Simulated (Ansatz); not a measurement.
A working Ansatz (a quantum-chemistry and plane-wave program) input for K2AgMoI6 (Fm-3m, 10 atoms in the cell) (DFT, PBEsol, plane waves, default PAW files made with PBE):

Ansatz 0.2 input:
```yaml
# K2AgMoI6
crystal:
  lattice:
    - [0.000000, 5.842535, 5.842535]
    - [5.842535, 0.000000, 5.842535]
    - [5.842535, 5.842535, 0.000000]
  atoms:
    - { symbol: K, position: [0.750000, 0.750000, 0.750000] }
    - { symbol: K, position: [0.250000, 0.250000, 0.250000] }
    - { symbol: Ag, position: [0.500000, 0.500000, 0.500000] }
    - { symbol: Mo, position: [0.000000, 0.000000, 0.000000], spin: 2.0 }
    - { symbol: I, position: [0.758260, 0.241740, 0.241740] }
    - { symbol: I, position: [0.241740, 0.758260, 0.758260] }
    - { symbol: I, position: [0.241740, 0.758260, 0.241740] }
    - { symbol: I, position: [0.758260, 0.241740, 0.758260] }
    - { symbol: I, position: [0.241740, 0.241740, 0.758260] }
    - { symbol: I, position: [0.758260, 0.758260, 0.241740] }
kpoints:
  mp_grid: { grid: [3, 3, 3] }
hamiltonian:
  xc: pbesol
  pseudopotentials: { kind: paw }
magnetization:
  spin_polarized: true
scf:
  occupations: { method: gaussian, width: 0.0037 Ry }
output:
  forces: true
  eigenvalues: true
  stress: true
```

The run converged in 11 iterations: free energy E − TS (on the zero of these files) -60051.2373 eV; top of the valence band (on the code's own zero) 5.11 eV; gap on the k-point mesh 0.59 eV; pressure -1.61 GPa; largest force (vector length) 0.068 eV/Å; size of the cell's spin moment 3.00 μB. Each of these slips is then made, one at a time:

(1)
fractional positions typed under position_ang

(2)
```diff
+  max_iter: 2
```

Task: How does each altered input end?

Result: 
(1) Fractional and Cartesian coordinates mixed up. The program stopped before any SCF iteration.
```
SCF: the overlap matrix is not positive definite, so this SCF or pass stopped before solving anything: energies and bands computed with it would not be physical. With PAW pseudopotential files every eigenvalue of that matrix must be above 0; at 6 of 6 k-points the lowest is not, and the worst, at k-point 3 (counted from zero), is -1.4e0 (as compute [...]
```

(2) An iteration limit that is too low. The run ended unconverged after 2 iterations.
```
did not converge after 2 iterations: dr2 = 2.97e0 (threshold 1.00e-7), under the density mixer `msr1`, which `scf.mixing.algorithm: auto` chose by the deck's other keys (type `scf.mixing.algorithm: msr1` to keep it); raise `scf.max_iter`, which need not help a stalled SCF, or adjust the mixing (`scf.mixing`) or, under a smearing, its width (`scf.oc [...]
```

The starting cell comes from a database of computed structures (which also holds hypothetical and non-ambient phases and stackings), without a prior relaxation at this level. Spin-orbit coupling is off. With one magnetic atom in the cell only a parallel order is possible. Ansatz's pressure includes its estimate of the finite-basis (Pulay) stress.

Left out of this page: 2 runs of the series stopped by limits of time or memory; 3 runs of the series outside the window shown, repeating another row's setting, or not comparable.
